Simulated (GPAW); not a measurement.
Input and output of a self-consistent single point for CdPd (P1, 2 atoms in the cell) (GPAW).

Level of theory: PBEsol, GPAW PAW datasets PBEsol (made by gpaw-setup) (plane waves; GPAW).

```
CdPd
1.0
    3.03726     0.00000     0.00000
    0.00000     3.03726     0.00000
    0.00000     0.00000     3.69349
Cd Pd
1 1
Direct
  0.98910   0.00840   0.99958
  0.51090   0.49160   0.50042
```

Reference input (self-consistent single point, DFT LDA (Perdew-Wang 92), plane waves, GPAW PAW datasets LDA (gpaw-data 1.0.1)): mode = pw; ecut = 550 eV; xc = LDA; kpts = 9 9 8; mesh shift (steps) = 0 0 0; occupations.name = fermi-dirac; occupations.width = 0.1 eV; nbands = -6; convergence.density = 1e-05 e/electron; symmetry.symmorphic = false; symmetry.tolerance = 0.0005; maxiter = 120. This run's input differs from it in these lines:

```diff
@@ -13,3 +13,3 @@
 calc = GPAW(mode={'name': 'pw', 'ecut': 550},
-            xc='LDA',
+            xc='PBEsol',
             kpts={'size': (9, 9, 8), 'gamma': True},
```

Its files differ too (potentials: GPAW PAW datasets PBEsol (made by gpaw-setup)).

Output, abridged:

```
     iter     time        total  log10-change:
                         energy   eigst   dens
iter:   1 --:--:--    -8.213039
iter:   2 --:--:--    -7.738324   -1.74  -1.26
iter:   3 --:--:--    -7.008464   -0.78  -1.31
iter:   4 --:--:--    -6.891863   -2.74  -1.79
iter:   5 --:--:--    -6.937749   -1.68  -1.79
iter:   6 --:--:--    -6.865439   -2.35  -2.35
iter:   7 --:--:--    -6.834785   -2.54  -2.25
iter:   8 --:--:--    -6.830118   -3.96  -2.80
iter:   9 --:--:--    -6.829891c  -5.13  -3.29
iter:  10 --:--:--    -6.829774c  -4.74  -3.40
iter:  11 --:--:--    -6.829775c  -5.99  -3.86
iter:  12 --:--:--    -6.829766c  -6.21  -3.88
iter:  13 --:--:--    -6.829768c  -6.77  -4.13
iter:  14 --:--:--    -6.829768c  -7.34  -4.86
iter:  15 --:--:--    -6.829767c  -8.17c -4.92
iter:  16 --:--:--    -6.829767c  -8.64c -4.92
iter:  17 --:--:--    -6.829767c  -8.24c -4.98
iter:  18 --:--:--    -6.829767c  -8.84c -5.38c
Converged after 18 iterations.

Dipole moment: (0.666494, -0.514627, 0.036013) |e|*Ang

Energy contributions relative to reference atoms: (reference = -289262.910535)

Kinetic:         +0.598962
Potential:       -3.531884
External:        +0.000000
XC:              -3.812648
Entropy (-ST):   -0.019890
Local:           -0.074252
SIC:             +0.000000
--------------------------
Free energy:     -6.839712
Extrapolated:    -6.829767

Showing only first 2 kpts
 Kpt  Band  Eigenvalues  Occupancy
  0    12      7.15901    2.00000
  0    13      7.44614    2.00000
  0    14     11.65477    0.00000
  0    15     16.99674    0.00000

  1    12      7.05838    2.00000
  1    13      7.43358    2.00000
  1    14     10.58045    0.00000
  1    15     17.37975    0.00000

Fermi level: 8.86934

No gap
No difference between direct/indirect transitions
Energy (eV): -6.829767

Forces in eV/Ang:
  0 Cd    0.25366   -0.19685    0.01841
  1 Pd   -0.25359    0.19682   -0.01844

Stress tensor:
     0.027106     0.001272    -0.000132
     0.001272     0.026725     0.000102
    -0.000132     0.000102     0.024631
Stress (GPa, Voigt): [ 4.3428  4.2818  3.9464  0.0164 -0.0211  0.2038]
```

The run converged in 18 iterations. GPAW prints stress with tension positive. Against the reference run the pressure goes from -8.77 to -4.19 GPa and the largest force goes from 0.287 to 0.322 eV/Å.

The starting cell comes from a database of computed structures (which also holds hypothetical and non-ambient phases and stackings), without a prior relaxation at this level. Its atoms were displaced at random from the sites of space group no. 123. Spin polarisation is off. With a pressure of about -4 GPa the cell is away from its equilibrium volume at this level.

Cost on one core of a shared machine: roughly 2 min.
